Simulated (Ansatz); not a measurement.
Method: PBE (plane waves to 420 eV, PAW; Ansatz, a program for electronic structure).

Planar average of the electrostatic potential across the slab, in eV from the Fermi level, for a constructed model of the (111) surface of fcc Pt, (√3x√3)R30° layer of S, one a cell, on the site that continues the host's stacking (bottom of the slab: a bare face, its two planes held):

| z (Å) | V (eV) |
|---|---|
| 3.83 | 5.68 |
| 4.13 | 5.68 |
| 4.42 | 5.68 |
| 4.72 | 5.67 |
| 5.01 | 5.66 |
| 5.31 | 5.65 |
| 5.60 | 5.61 |
| 5.90 | 5.51 |
| 6.19 | 5.29 |
| 6.49 | 4.77 |
| 6.78 | 3.57 |
| 7.08 | 0.60 |
| 7.38 | -7.22 |
| 7.67 | -17.20 |
| 7.96 | -23.00 |
| 8.26 | -21.36 |
| 8.55 | -13.33 |
| 8.85 | -3.83 |
| 9.14 | 0.12 |
| 9.44 | -1.94 |
| 9.73 | -10.33 |
| 10.03 | -19.51 |
| 10.32 | -23.56 |
| 10.62 | -20.23 |
| 10.91 | -11.39 |
| 11.21 | -2.65 |
| 11.50 | -0.18 |
| 11.80 | -3.78 |
| 12.09 | -13.10 |
| 12.39 | -21.29 |
| 12.68 | -23.40 |
| 12.98 | -18.28 |
| 13.27 | -8.74 |
| 13.57 | -1.31 |
| 13.86 | -0.38 |
| 14.16 | -5.66 |
| 14.46 | -15.40 |
| 14.75 | -22.44 |
| 15.04 | -22.75 |
| 15.34 | -16.13 |
| 15.63 | -6.35 |
| 15.93 | -0.42 |
| 16.22 | -0.65 |
| 16.52 | -7.17 |
| 16.81 | -16.92 |
| 17.11 | -23.02 |
| 17.40 | -22.00 |
| 17.70 | -14.44 |
| 17.99 | -4.76 |
| 18.29 | 0.03 |
| 18.58 | -0.92 |
| 18.88 | -8.13 |
| 19.18 | -17.86 |
| 19.47 | -23.44 |
| 19.77 | -21.87 |
| 20.06 | -14.19 |
| 20.36 | -5.46 |
| 20.65 | -2.18 |
| 20.95 | -1.37 |
| 21.24 | -0.69 |
| 21.54 | 0.60 |
| 21.83 | 2.84 |
| 22.12 | 4.20 |
| 22.42 | 4.71 |
| 22.71 | 4.91 |
| 23.01 | 4.98 |
| 23.30 | 5.01 |
| 23.60 | 5.02 |
| 23.89 | 5.03 |
| 24.19 | 5.03 |
| 24.48 | 5.03 |
| 24.78 | 5.03 |
| 25.07 | 5.03 |
| 25.37 | 5.03 |

Slab: 19 atoms, 13.4 Å thick at the start; k 9x9x1, smearing 0.1 eV, dipole-corrected; 6 atoms held, the rest relaxed; held to the start's symmetry, so lower structures may exist; no spin, no spin-orbit, no U. It is one candidate, not shown to be the stable structure of the face.

The surface cell has an area of 20.47 Å². What dipole along the normal does the step between the two vacuum levels imply?

the top vacuum level lies 0.65 eV below the bottom one; p = −ε₀ A ΔV (ε₀ = 0.005526 e/(V·Å)) gives 0.07 e·Å a cell.
